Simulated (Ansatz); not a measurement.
**Defect calculation: Ge_Si+V_O in alpha quartz**

Computed with PBE, PAW (plane waves to 420 eV; Ansatz, an electronic-structure program). Cell: 72 sites, 2×2×2; final energies on a 2×2×2 Γ-centred mesh. Sites at the start: the Si site; O 1.63 Å away. Finite-size correction: monopole term and site-potential alignment. Dielectric constants: PBE linear response of the host. Host gap at this level: 5.68 eV. Finite-size and sampling errors can reach tenths of an eV here. The semilocal functional narrows the gap, so deep levels can fall outside it. Spin–orbit coupling is left out. Each state is the lowest found from its start.

In at least one state atoms left their starting sites on relaxation (a large move, or an atom on the emptied site), so the name describes the start.

```csv
charge,moment (μB),point group,largest move off a lattice site (Å),image correction with alignment (eV)
+1†,1.0,–,1.50,0.10
0,not spin-polarised,C1,0.41,0.00
```

† Not settled in this cell, so no level is given: charge +1: a large or scattered potential alignment.

Point groups are those of the whole cell at tolerances of 0.03 and 0.1 Å ("near" where only the looser one holds); none is given for unsettled states.

Flagged in the runs: a doubtful potential alignment, a host whose relaxation on this sampling wasn't shown to rest, a strain field that reaches the edge of the cell.

All states together cost roughly 110 core-minutes.
